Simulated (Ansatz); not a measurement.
A computed series for Si: response to strain

The parent structure is Si in the diamond structure (space group Fd-3m, No. 227; a = 5.4338 Å).

Strains are applied to the cell and any free atomic positions relax.

The values are results of plane-wave PAW DFT at the PBEsol level (Ansatz, a program for electronic structure, 420 eV), no spin-orbit coupling, not measurements.

Candidates:
(a) isotropic strain −2.00 %
(b) isotropic strain +1.50 %
(c) isotropic strain +2.50 %
(d) isotropic strain −1.00 %
(e) isotropic strain −3.00 %

For the base:

```
Property   Result
--------  -------
Band gap  0.47 eV
```

Q: Order them by band gap, lowest first.

A: (e) isotropic strain −3.00 % (0.29 eV), (a) isotropic strain −2.00 % (0.35 eV), (d) isotropic strain −1.00 % (0.41 eV), (b) isotropic strain +1.50 % (0.54 eV), (c) isotropic strain +2.50 % (0.59 eV)

Stability against distortions was not tested. The zero or small gap of Si under isotropic strain −3.00 % can change with the level of theory.
